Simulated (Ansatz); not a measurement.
MgS: stress against strain

MgS (rock salt, Fm-3m, 17.607 Å³/atom at rest) under an equal strain ε in the (001) plane with the normal axis free, as in a coherent film. r2SCAN in Ansatz, a plane-wave DFT program (PAW, default set), 500 eV, 11×11×11 Γ-centred mesh, Fermi-Dirac smearing 0.05 eV; ions are relaxed within the symmetry of each cell. Stress is positive for a compressed cell.

Here s stands for strain and y for stress xx.

| strain (%) | stress xx (GPa) |
|---|---|
| -3.00 | ? |
| -1.50 | 2.81 |
| -1.00 | 1.81 |
| -0.50 | 0.88 |
| 0.00 | 0.00 |
| 0.50 | -0.82 |
| 1.00 | -1.59 |
| 1.50 | -2.31 |

Fit y of the 7 rows that show it with a straight line. Means: s 0, y 0.111. About the means, the sum of products is -11.930 and the sum of squares of s is 7.0000; the slope is their ratio. Least squares gives y = 0.111 - 1.7043·s. Residuals (row less fit): 0.143, -0.005, -0.083, -0.111, -0.079, 0.003, 0.135; standard error 0.113 (degrees of freedom: 5). The slope gives the biaxial elastic modulus of this plane = 170 ± 4 GPa.

**Question.** What does the fit predict for y at s = -3.00, and how far is the calculated value from it?

**Answer.** y = 0.111 - 1.7043 × (-3.0) = 5.224 GPa. The calculation gives 6.20 GPa, 0.976 GPa above the prediction (11.5 % of the range of y in the table). The row lies outside the fitted rows, so this is an extrapolation. From the scatter of the fitted rows alone, a prediction at this place has a standard error of 0.177 GPa, so the miss is 5.5 times that.

One order more, fitted to all 13 runs of the series, follows each within 0.03, so the miss is the next term of a smooth law. Rows are the converged runs of the series near zero and its far end; series whose fitted rows scatter by over a few per cent of the range, as at a crossing or softening among them, aren't shown in this form. Most that stay on the fit to the last digits aren't either.
